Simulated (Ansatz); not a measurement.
Worked example: dielectric-response calculation of MoS2 (P6_3/mmc, 6 atoms in the cell) in Ansatz (an electronic-structure program).

Method of the run: PBE (plane waves, PAW; Ansatz).

```yaml
crystal:
  lattice:
    - [1.57210, -2.72296, 0.00000]
    - [1.57210, 2.72296, 0.00000]
    - [0.00000, 0.00000, 12.23850]
  atoms:
    - { symbol: Mo, position: [0.33333, 0.66667, 0.25000] }
    - { symbol: Mo, position: [0.66667, 0.33333, 0.75000] }
    - { symbol: S, position: [0.33333, 0.66667, 0.87900] }
    - { symbol: S, position: [0.66667, 0.33333, 0.37900] }
    - { symbol: S, position: [0.66667, 0.33333, 0.12100] }
    - { symbol: S, position: [0.33333, 0.66667, 0.62100] }
```

Reference input (self-consistent single point, DFT, PBE, plane waves, default PAW files): basis.ecutwfc = 420 eV; kpoints.mp_grid.grid = 9 9 2; hamiltonian.xc = pbe; hamiltonian.pseudopotentials = {kind: paw} (the program's default PAW files); scf.occupations.method = fermi_dirac; scf.occupations.width = 0.01 eV. This run's input differs from it in these lines:

Ansatz 0.2 input:
```diff
@@ -14,3 +14,3 @@
 basis:
-  ecutwfc: 420.0
+  ecutwfc: 545.0
 kpoints:
@@ -24,8 +24,4 @@
   occupations:
-    method: fermi_dirac
-    width: 0.01
-output:
-  forces: true
-  eigenvalues: true
-  stress: true
+    method: fixed
+dielectric: {}
```

Output (repeated stretches shortened):

```
SCF iter   1: F=—  HF=-13525.479150 eV  |F-HF|=—  |Δ(HF+E_count)|=         —  Δρ=5.65e-3  dr2=8.74e-3  ethr=1.77e-3  ⟨swp⟩=5.0  Hψ=5868  notcnv=0  defer=160
all-band conjugate gradients solve this SCF's bands
preconditioner: auto → Resta (q_TF=auto, 2.428 Å⁻¹)
SCF iter   2: F=—  HF=-13525.488286 eV  |F-HF|=—  |Δ(HF+E_count)|=   9.14e-3  Δρ=3.23e-3  dr2=2.54e-3  ethr=1.68e-5  ⟨swp⟩=2.0  Hψ=3014  notcnv=0  defer=198
   [... lines left out ...]
SCF iter   6: F=—  HF=-13525.493019 eV  |F-HF|=—  |Δ(HF+E_count)|=   1.79e-6  Δρ=9.24e-6  dr2=1.35e-7  ethr=4.70e-9  ⟨swp⟩=2.0  Hψ=2227  notcnv=0  defer=74
SCF iter   7: F=—  HF=-13525.493019 eV  |F-HF|=—  |Δ(HF+E_count)|=   6.08e-8  Δρ=2.39e-6  dr2=6.12e-9  ethr=2.59e-10  ⟨swp⟩=2.0  Hψ=2227  notcnv=0  defer=74
SCF iter   8: F=—  HF=-13525.493019 eV  |F-HF|=—  |Δ(HF+E_count)|=   4.24e-9  Δρ=6.35e-7  dr2=1.06e-9  ethr=1.18e-11  ⟨swp⟩=2.0  Hψ=2399  notcnv=0  defer=74
SCF iter   9: F=-13525.493019 eV  HF=-13525.493019 eV  |F-HF|=2.55e-11  |Δ(HF+E_count)|=  2.60e-10  Δρ=1.53e-7  dr2=7.39e-11  ethr=1.00e-12  ⟨swp⟩=7.4  Hψ=6640  notcnv=0
SCF 1 converged in 9 iterations: F = -13525.493019 eV  dr2 = 7.39e-11
DFPT response loops at Γ: preconditioner auto → Resta (q_TF=auto, 2.428 Å⁻¹)  ε∞=8.0 (no band partly filled) …
── the response to a field inside a basis, on 10×10×2 k-points: an SCF that follows is theirs, and a resumed run solves both again ──
Crystal: 6 atoms, lattice volume = 104.780 Å³
Bands: 27, of which v1, the nominal top of the filled ones, is band 26 counted from 1 (25 counted from 0)
k-points: 30 of 200 (irreducible under 8 space group operations)
Initial density: handed on by an earlier stage of this run
Initial wavefunctions: pseudopotential atomic-orbital guess (no wavefunctions were taken with the density)
   [... lines left out ...]
Free energy (F): -13525.493019 eV
Fermi energy:    11.227473 eV
   [... lines left out ...]
         0.00000    0.00000    0.33125
    site 5:
         0.51293    0.00000    0.00000
        -0.00000    0.51293   -0.00000
        -0.00000   -0.00000    0.33125
  Z* charge neutrality: 1.649e-2 e pre-enforcement
  solved inside a basis spanned on kpoints, on 10×10×2 k-points, its susceptibility summed on 14×14×4: ε∞ is read to err by 7.6e-2, Z* by 2.0e-2 e (field_mesh …
```

The run converged in 12 iterations. 

Summary of the result:
* **Free energy E − TS (on the zero of these files)**: -13525.4930 eV
* **Top of the valence band (on the code's own zero)**: 11.23 eV
* **Gap on the k-point mesh**: 0.93 eV
* **ε∞ at this k-point mesh, which may be far from converged in small-gap cells (xx, yy, zz)**: 15.4, 15.4, 6.92
* **Born charges at this mesh (mean of the diagonal, e)**: Mo -0.90, Mo -0.90, S 0.45, S 0.45, S 0.45, S 0.45

The starting cell has typed, rounded lattice constants, without a prior relaxation at this level. Its lattice was rescaled by up to half a per cent.

Cost on one core of a shared machine: roughly 4 min.
